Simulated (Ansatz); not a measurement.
Cu on the 1x1 (111) surface of fcc Pt, one in a 2x2 cell, energies for each (27.3 Å²). Energies are against an atom of fcc Cu, without zero-point or thermal terms; each row is named by its start.

These are PBE (plane waves to 420 eV, PAW; Ansatz, a quantum-chemistry and plane-wave program) values and carry that method's errors.

Set-up: 17 atoms, 6.9 Å thick at the start under the adsorbate (thin: gaps and levels are the slab's own); mesh 6x6x1; 0.1 eV smearing; dipole correction on; 8 atoms held, the rest relaxed; each run with such symmetry as its start has; no spin, no spin-orbit, no U, no dispersion correction.

A negative adsorption energy means that the adsorbate is more stable on the surface than in its reference. Starts that drift may end in the same place. Heights count from the host atoms within 0.3 Å of the top one.

```
starting site                           E_ads (eV)  height (Å)  nearest host atom (Å)  bonded to  Δ work function (eV)  lateral drift (Å)
--------------------------------------  ----------  ----------  ---------------------  ---------  --------------------  -----------------
top Pt                                        1.34        2.26                Pt 2.34         Pt                 -1.85                0.0
hollow Pt-Pt-Pt over Pt at depth 2.3 Å        0.51        1.89                Pt 2.50       3 Pt                 -1.59                0.0
hollow Pt-Pt-Pt over Pt at depth 4.6 Å        0.46        1.87                Pt 2.50       3 Pt                 -1.61                0.0
bridge Pt-Pt (span 2.8 Å)                     0.46        1.87                Pt 2.50       3 Pt                 -1.61                0.8
```
